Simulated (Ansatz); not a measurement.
Defect: Pt-vacancy pair (Pt on one host Al site, one Al site vacant) in fcc Al, neutral cell. Calculation: PBE, PAW (plane waves to 420 eV; Ansatz, a first-principles code).

Settings: 32 host sites, the relaxed PBE lattice, a 3×3×3 k-point mesh shifted by half a step, smearing 0.10 eV, spin-restricted, no image-charge correction. Static, classical nuclei. Spin-orbit coupling is left out. Forms of the defect that were not tried may lie lower.

Barriers: single points on a 5×5×5 k-point mesh shifted by half a step at the bands' geometries.

The step: the Pt atom itself jumps into the vacancy (Pt-vacancy distance between ideal sites 2.86 Å throughout); the atom moves 3.11 Å along (0.00, 0.54, 0.54) of the unit cell; the moving atom starts with neighbours Al at 2.74, 4 Al at 2.77, 4 Al at 2.81, 2 Al at 2.83 Å and ends with Al at 2.74, 4 Al at 2.77, 4 Al at 2.81, 2 Al at 2.83 Å.

Question: Give the migration barrier of this step at the level PBE, PAW.

Answer: 0.87 eV, the same both ways. At the saddle the moving atom has neighbours 2 Al at 2.46, 2 Al at 2.57, 2 Al at 2.63 Å. The program found a first-order saddle point.
